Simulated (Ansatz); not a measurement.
Results of r²SCAN+rVV10 in Ansatz (PAW) for C (model structure, Cmmm, No. 65, 8 atoms in the cell).

Settings: plane-wave cutoff 560 eV, 10×10×14 k mesh (along the axes of the cell as run), Fermi–Dirac smearing 0.01 eV, scalar-relativistic PAW data made under PBE.

Cell (relaxed at this level):

```cif
data_C16
_chemical_formula_sum 'C16'
_space_group_name_H-M_alt 'Cmmm'
_space_group_IT_number 65
_space_group_name_Hall '-C 2 2'
_cell_length_a 4.23782
_cell_length_b 8.73210
_cell_length_c 2.50300
_cell_angle_alpha 90.000
_cell_angle_beta 90.000
_cell_angle_gamma 90.000
loop_
_atom_site_label
_atom_site_type_symbol
_atom_site_symmetry_multiplicity
_atom_site_Wyckoff_symbol
_atom_site_fract_x
_atom_site_fract_y
_atom_site_fract_z
_atom_site_occupancy
C1 C 8 p 0.31543 0.08921 0.00000 1
C2 C 8 q 0.18518 0.16658 0.50000 1
```
(The calculation used a cell of 8 atoms; values per cell refer to that cell.)

### Question
Estimate the band gap and direct gap at Γ that the calculation returns.

### Answer

- band gap = 3.52 eV (on the SCF k mesh)
- direct gap at Γ = 6.12 eV

Note: the relaxation could raise the start's symmetry but not lower it, so the cell can be a saddle point.

The computed numbers hold no vibrational or temperature effects.

Computing time: very roughly 6 core-minutes.

A model structure was made by putting elements into a prototype or built by hand; it is no filed structure, need not be a known phase, and can be a saddle point held by its symmetry.

Ansatz is a program for electronic structure.
